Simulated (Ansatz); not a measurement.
The parent structure is AgCl in the CsCl type structure (space group Pm-3m, No. 221; a model cell, its experimental status unchecked).

```yaml
crystal:
  lattice:
    - [3.39485, 0.00000, 0.00000]
    - [0.00000, 3.39485, 0.00000]
    - [0.00000, 0.00000, 3.39485]
  atoms:
    - { symbol: Ag, position: [0.00000, 0.00000, 0.00000] }
    - { symbol: Cl, position: [0.50000, 0.50000, 0.50000] }
```

Cartesian axes are those of the cell as printed.

Method: r2SCAN in Ansatz (plane waves to 500 eV, PAW, scalar-relativistic without spin-orbit coupling).

Base values:

```
Item                  Result
-------------------  -------
Band gap             1.23 eV
Smallest direct gap  2.87 eV
```

Modification: uniaxial strain ε_yy = −3.53 %, all other strain components held at zero, atoms relaxed at fixed cell.

**Question.** How does this affect the band gap and smallest direct gap?

**Answer.** The band gap shrinks by 0.04 eV (1.23 eV → 1.19 eV); the smallest direct gap shrinks by 0.11 eV to 2.76 eV.

Stability against distortions was not tested. This is not the structure that AgCl has at room temperature and ambient pressure.

Ansatz is a quantum-chemistry and plane-wave program.
